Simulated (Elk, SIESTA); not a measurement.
An Elk input for a self-consistent single point of CdCo₃N (Pm-3m, 5 atoms in the cell) (DFT, LDA (PW92), all-electron FP-LAPW, Elk's shipped species files, APW+lo basis with extra local orbitals):

```
tasks
  0

spinpol
  .true.

reducebf
  0.5

rgkmax
  7.5

gmaxvr
  14.0

nxlo
  2

lorbcnd
  .true.

rmtscf
  0.81

lmaxi
  3

nempty
  8

stype
  0

swidth
  0.00499791

maxscl
  100

avec
    7.2849697995    0.0000000000    0.0000000000
    0.0000000000    7.2849697995    0.0000000000
    0.0000000000    0.0000000000    7.2849697995

atoms
  3
  'Cd.in'
  1
  0.0000000000  0.0000000000  0.0000000000    0.0 0.0 0.0
  'Co.in'
  3
  0.5000000000  0.5000000000  0.0000000000    0.0 0.0 -1.5
  0.0000000000  0.5000000000  0.5000000000    0.0 0.0 -1.5
  0.5000000000  0.0000000000  0.5000000000    0.0 0.0 -1.5
  'N.in'
  1
  0.5000000000  0.5000000000  0.5000000000    0.0 0.0 0.0

ngridk
  6 6 6
```

Task: Translate this input to SIESTA.

Result: One input that does it (others would too):

```
# files in the folder: Cd.psml Co.psml N.psml (PseudoDojo LDA standard)
SystemName  CdCo3N
SystemLabel CdCo3N

NumberOfAtoms                5
NumberOfSpecies              3
%block ChemicalSpeciesLabel
  1 48 Cd
  2 27 Co
  3 7 N
%endblock ChemicalSpeciesLabel
LatticeConstant              1.0 Ang
%block LatticeVectors
     3.855040000    0.000000000    0.000000000
     0.000000000    3.855040000    0.000000000
     0.000000000    0.000000000    3.855040000
%endblock LatticeVectors
AtomicCoordinatesFormat      Ang
%block AtomicCoordinatesAndAtomicSpecies
     0.000000000    0.000000000    0.000000000  1
     1.927520000    1.927520000    0.000000000  2
     0.000000000    1.927520000    1.927520000  2
     1.927520000    0.000000000    1.927520000  2
     1.927520000    1.927520000    1.927520000  3
%endblock AtomicCoordinatesAndAtomicSpecies

XC.functional                LDA
XC.authors                   PW92
PAO.BasisSize                DZP
PAO.EnergyShift              0.005 Ry
MeshCutoff                   400 Ry
%block kgrid.MonkhorstPack
    6   0   0  0.0
    0   6   0  0.0
    0   0   6  0.0
%endblock kgrid.MonkhorstPack
OccupationFunction           MP
OccupationMPOrder            0
ElectronicTemperature        0.136 eV
Spin                         polarized
%block DM.InitSpin
  1 +0.00
  2 +3.00
  3 +3.00
  4 +3.00
  5 +0.00
%endblock DM.InitSpin

MaxSCFIterations             150
SCF.Mixer.Method             Pulay
SCF.Mixer.Weight             0.1
SCF.Mixer.History            8
SCF.DM.Tolerance             1.0E-05
Diag.ParallelOverK           true
WriteForces                  true
Charge.Mulliken              end
```

Basis settings and potentials, where a program has them, do not carry over. This input uses DFT, LDA PW92, numerical atomic orbitals DZP, PseudoDojo LDA standard norm-conserving potentials (rewritten from UPF to PSML). LDA parametrisations can differ slightly between programs. Both were run: size of the net moment 0.61 μB/atom in Elk and 0.62 in SIESTA.

On SIESTA: the starting cell comes from a database of computed structures (which also holds hypothetical and non-ambient phases and stackings), without a prior relaxation at this level. The magnetic order is the one reached from the typed start; others were not searched systematically. Values carry the incompleteness of an atom-centred basis. With a pressure of about -18 GPa the cell is away from its equilibrium volume at this level.

On Elk: the starting cell comes from a database of computed structures (which also holds hypothetical and non-ambient phases and stackings), without a prior relaxation at this level. The magnetic order is the one reached from the typed start; others were not searched systematically. Values depend on the basis (sphere radii, cutoffs, local orbitals), which need not be converged.
